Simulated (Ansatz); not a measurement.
# Pressure series in hypothetical diamond Sb

Consider Sb in the diamond structure (space group Fd-3m, No. 227; a = 6.8672 Å; a hypothetical phase, not in the database extracts checked).

Cell and atoms are relaxed at each pressure.

Calculations: PBEsol (Ansatz, a program for electronic structure), scalar-relativistic without spin-orbit coupling.

```
variant           shortest interatomic distance     density
----------------  -----------------------------  ----------
base                                    2.974 Å  4.99 g/cm³
pressure −2 GPa                         3.040 Å  4.68 g/cm³
pressure −1 GPa                         3.005 Å  4.84 g/cm³
pressure 0.3 GPa                        2.965 Å  5.04 g/cm³
pressure 0.7 GPa                        2.954 Å  5.09 g/cm³
pressure 1.5 GPa                        2.934 Å  5.20 g/cm³
pressure 3 GPa                          2.900 Å  5.39 g/cm³
pressure 5 GPa                          2.862 Å  5.60 g/cm³
pressure 7.5 GPa                        2.822 Å  5.85 g/cm³
pressure 10 GPa                         2.788 Å  6.06 g/cm³
```

Load acts through the strain it causes; cell and atoms are relaxed under it. Whether these cells are dynamically stable was not tested. No other phases were tried under pressure.
